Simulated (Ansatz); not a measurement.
C in the diamond structure (space group Fd-3m, No. 227)

```
C
1.0
    0.00000     1.77690     1.77690
    1.77690     0.00000     1.77690
    1.77690     1.77690     0.00000
C
2
Direct
  0.50000   0.50000   0.50000
  0.75000   0.75000   0.75000
```

All numbers come from PBEsol in Ansatz (plane waves to 420 eV, PAW, no SOC). Γ-centred 16×16×16 mesh, Fermi–Dirac width 0.05 eV.

| Property | Result |
|---|---|
| Volume per atom | 5.61 Å³ |
| Density | 3.55 g/cm³ |
| Band gap | 4.03 eV, indirect, Γ → Γ–X (75 % along) |
| Electron mass | 1.6 mₑ along k, 0.29 mₑ across |
| Hole mass (degenerate bands, along [100]) | 0.29, 0.29, 0.52 mₑ |
| Lowest conduction-band minima above the VBM | a point along ⟨100⟩, about 1.3 Å⁻¹ from Γ 4.03 eV |
| Total energy | -246.668 eV/atom (σ→0; compares only within this code and set-up) |

Masses are band curvatures over ±0.01 Å⁻¹ around the edge. Along k means along the line from Γ to the band edge. No phonon test of stability was made.

Ansatz is a program for electronic structure.
